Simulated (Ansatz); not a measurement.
C (P6_3/mmc) under uniaxial stress along c (compression positive): hole conductivity mass by r2SCAN, rigid bands (plane waves, PAW, scalar-relativistic; Ansatz, a first-principles code). The unloaded cell, whose axes the loads refer to:

```cif
data_C4
_chemical_formula_sum 'C4'
_space_group_name_H-M_alt 'P63/mmc'
_space_group_IT_number 194
_space_group_name_Hall '-P 6c 2c'
_cell_length_a 2.49882
_cell_length_b 2.49882
_cell_length_c 4.16086
_cell_angle_alpha 90.000
_cell_angle_beta 90.000
_cell_angle_gamma 120.000
loop_
_atom_site_label
_atom_site_type_symbol
_atom_site_symmetry_multiplicity
_atom_site_Wyckoff_symbol
_atom_site_fract_x
_atom_site_fract_y
_atom_site_fract_z
_atom_site_occupancy
C1 C 4 f 0.66667 0.33333 0.06280 1
```

```
uniaxial stress along c (compression positive) (GPa)  volume per atom (Å³)  hole conductivity mass (mₑ)
----------------------------------------------------  --------------------  ---------------------------
-44                                                                   5.84                        0.511
-22                                                                   5.72                            ?
0                                                                     5.63                        0.495
22                                                                    5.54                        0.489
44                                                                    5.46                        0.484
```

**Question.** Fit a straight line to ln(hole conductivity mass) against the load over the rows given, and predict the row at -22 GPa.

**Answer.** The means are x̄ = 5.500 GPa and ȳ = -0.7039; Σ(x − x̄)(y − ȳ) = -2.641 and Σ(x − x̄)² = 4235, so the slope is -0.0624 % per GPa, and the rows given lie within 0.27 % of the line. At -22 GPa the line gives 0.503 mₑ; the calculation gives 0.502 mₑ, 0.24 % from it.

Masses are for dilute carriers at 300 K, harmonic means over directions unless an axis is named. Spin-orbit coupling is left out. Stresses and pressures are the targets of the relaxation. The structure type is held at every load. Geometry: cell and atoms relaxed with PBEsol.
